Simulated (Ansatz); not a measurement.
The starting structures come from a database of crystals and need not be the phases stable at ambient conditions.

By PBEsol, the system below comes out a metal.

The ballistic (Sharvin) conductance counts the channels at the Fermi level: G/A = (e²/h) × channels of both spins per area.

Given:

```yaml
crystal:
  lattice:
    - [2.97444, 0.00000, 0.00000]
    - [0.00000, 2.97444, 0.00000]
    - [0.00000, 0.00000, 2.97444]
  atoms:
    - { symbol: Si, position: [0.50000, 0.50000, 0.50000] }
    - { symbol: Ru, position: [0.00000, 0.00000, 0.00000] }
```

Space group of this cell: Pm-3m, CsCl type. The cell is strained (all lengths scaled by 1.02); by PBEsol its mean pressure is -15.5 GPa.

The current flows along the normal of the first two printed cell vectors, the (001) plane of the conventional cell. No spin-orbit coupling; the value is a mean over 0.1 eV about the Fermi level.

**Question.** State the ballistic conductance per area according to PBEsol in Ansatz (a quantum-chemistry and plane-wave program).

**Answer.** 0.47 × 10¹⁵ S/m² for both spins.
